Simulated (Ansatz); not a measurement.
# RuAl2 (I4/mmm, No. 139, 3 atoms in the cell; start mp-1009834)

Level of theory: PBEsol (Ansatz, a quantum-chemistry and plane-wave program, plane waves, PAW).

Settings: plane-wave cutoff 520 eV, 24×24×24 k mesh, Fermi–Dirac smearing 0.05 eV, no spin polarisation, scalar-relativistic PAW data made under PBE.

Cell (relaxed at this level):

Al$_{2}$Ru is taken in the tetragonal space group I4/mmm (No. 139), Pearson symbol tI6. Lattice parameters: a = 3.1214 Å, b = 3.1214 Å, c = 8.4227 Å, α = 90.00°, β = 90.00°, γ = 90.00°. Al on 4e is coordinated by 4 Ru at 2.582 Å and 1 Ru at 2.872 Å and 5 Al at 2.679–2.687 Å and 4 Al at 3.121 Å. Ru on 2a is surrounded by 8 Al at 2.582 Å and 2 Al at 2.872 Å and 4 Ru at 3.121 Å. (Neighbours: up to the widest gap in distance over summed covalent radii, below 1.35, at either atom.)
(The calculation used a cell of 3 atoms; values per cell refer to that cell.)

For RuAl2 (I4/mmm, No. 139, 3 atoms in the cell; start mp-1009834), the bulk modulus B0 comes out as 179 GPa.

Note: the run has no spin polarisation, so it can have missed a magnetic state; the bulk modulus is −V dP/dV from two relaxed cells at ±2 % in volume; the relaxation could not lower the start's symmetry, so the cell can be a saddle point above a distorted one.

Static lattice: no zero-point or thermal effects.

It cost about 3 core-minutes (a rough figure) of CPU time.

A start named mp-… is a Materials Project structure, which need not be a measured phase.
